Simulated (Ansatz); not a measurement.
Functionals compared on a constructed model of the (100) surface of fcc Cu, a pseudomorphic layer of Au in the host's stacking (bottom of the slab: a bare face, its two planes held), in Ansatz (plane waves, PAW). The structure was relaxed with PBE; the other rows are single points on it. Cutoff 420 eV (500 eV for r2SCAN).

Set-up: 7 atoms, 11.2 Å thick at the start; mesh 15x15x1; 0.1 eV smearing; dipole correction on; 2 atoms held, the rest relaxed; start symmetry kept, larger cells not searched; no spin, no spin-orbit, no U. It is one candidate, not shown to be the stable structure of the face. These notes are the PBE run's.

```csv
functional,work function of the top face (eV),rough cost of the single point
PBE,5.03,–
RPBE,(withheld),very roughly 40 core-seconds
r2SCAN,5.03,very roughly 80 core-seconds
```

### Question
Complete the blanks.

### Answer

- RPBE, work function of the top face (eV): 4.85

Ansatz is a first-principles code.
